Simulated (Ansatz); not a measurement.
An Ansatz (an electronic-structure program) run: Na with a change (pressure −1 GPa); PBEsol/PAW in Ansatz, no spin-orbit coupling, earlier PAW set.

Input:

Ansatz 0.2 input:
```yaml
crystal:
  lattice:
    - [-2.0855238968, 2.0855238968, 2.0855238968]
    - [2.0855238968, -2.0855238968, 2.0855238968]
    - [2.0855238968, 2.0855238968, -2.0855238968]
  atoms:
    - { symbol: Na, position: [0, 0, 0] }
basis: { ecutwfc: 420, ecutrho_ratio: 4, xc_grid: 2, fft_grid_basis: typed }
kpoints: { mp_grid: { grid: [16, 16, 16] } }
hamiltonian:
  xc: pbesol
  dispersion: none
  pseudopotentials: { azcp: { folder: ./paw }, kind: paw }
scf: { occupations: { method: fermi_dirac, width: 0.05 } }
relax: { f_tol: 0.01, max_steps: 60, cell: { stress_tol: 0.02, p_target: -1.0 } }
output: { forces: true, stress: true }
checkpoint: { write: state.ck, write_every: 1000 }
```

Output (explanatory and most iteration lines left out):

```
Relaxation: its limit of steps is 60 (relax.max_steps)
Pseudopotential: Na, paw, valence charge 9
Crystal: 1 atoms, lattice volume = 36.283 Å³
Basis set: ecut = 420 eV, 683 PW (Γ), exchange–correlation on 50×50×50 points (8 copies of the dense FFT grid, shifted against one another)
Bands: 9, of which v1, the nominal top of the filled ones, is band 5 counted from 1 (4 counted from 0)
Symmetry: 48 space group operations
Space group: Im-3m (ITA 229), of the structure as read, at distance tolerance 3.3e-5 Å
k-points: 145 of 4096
Functional: x = pbesol(κ = 0.804, μ = 0.12345679012345678), c = pbesol(β = 0.046)
SCF iter   1: F=—  HF=-1475.877152 eV  |F-HF|=—  |Δ(HF+E_count)|=         —  Δρ=5.96e-3  dr2=1.63e-2  ethr=3.10e-3  ⟨swp⟩=5.9  Hψ=8764  notcnv=0
SCF iter   2: F=—  HF=-1475.873441 eV  |F-HF|=—  |Δ(HF+E_count)|=   3.71e-3  Δρ=3.14e-3  dr2=6.82e-3  ethr=1.81e-4  ⟨swp⟩=2.0  Hψ=3079  notcnv=0  defer=28
SCF 1 converged in 6 iterations: F = -1475.871906 eV  dr2 = 3.36e-9
relax step   1: F+E_penalty+E_count = -1475.87190607 eV  Δ(F+E_penalty+E_count) = +0.000e0 eV  max|allowed force component| = 0.000e0 eV/Å  Δτ_max = 0.0000 Å  P = +0.000 GPa  Ω = 36.283 Å³  (6 SCF iters, dr2 threshold 1.00e-7 eV, accepted)
[... steps on the carried basis left out ...]
relax step   6: F+E_penalty+E_count = -1475.84758260 eV  Δ(F+E_penalty+E_count) = -5.276e-5 eV  max|allowed force component| = 0.000e0 eV/Å  Δτ_max = 0.0000 Å  P = -0.994 GPa  Ω = 43.144 Å³  stress off target by 5.98e-3 GPa  SCF on the basis re-selected at this cell (its energy is not comparable with the rows above)  (6 SCF iters)
SCF converged after 6 iterations
Free energy (F): -1475.847583 eV
Internal energy: -1475.843451 eV  (E = F + TS)
E sigma→0 (E₀):  -1475.845517 eV
Entropy (-TS):   -0.004131 eV (-4.131 meV/atom)
Fermi energy:    1.067718 eV
--- Forces (eV/Å), atoms counted from 1 ---
  atom   1  Na     0.00000000    -0.00000000     0.00000000
--- Stress (GPa, compression-positive) ---
       -0.994022       0.000000       0.000000
       -0.000000      -0.994022       0.000000
        0.000000      -0.000000      -0.994022
  P = ⅓ Tr σ = -0.9940 GPa (-9.940 kbar)
--- Relaxed structure (5 steps of the walk, 5 accepted, 1 SCFs on fresh bases) ---
  cell:  # Å, volume = 43.1439 Å³
    - [-2.209461000925491, 2.209461000925491, 2.209461000925491]
    - [2.209461000925491, -2.209461000925491, 2.209461000925491]
    - [2.209461000925491, 2.209461000925491, -2.209461000925491]
  atoms:
    - { symbol: Na, position: [0.0, 0.0, 0.0] }
```

Load acts through the strain it causes; cell and atoms are relaxed under it. Stability against distortions was not tested. The cell was made from Na in the bcc (W type) structure (space group Im-3m, No. 229) by this change: pressure −1 GPa.
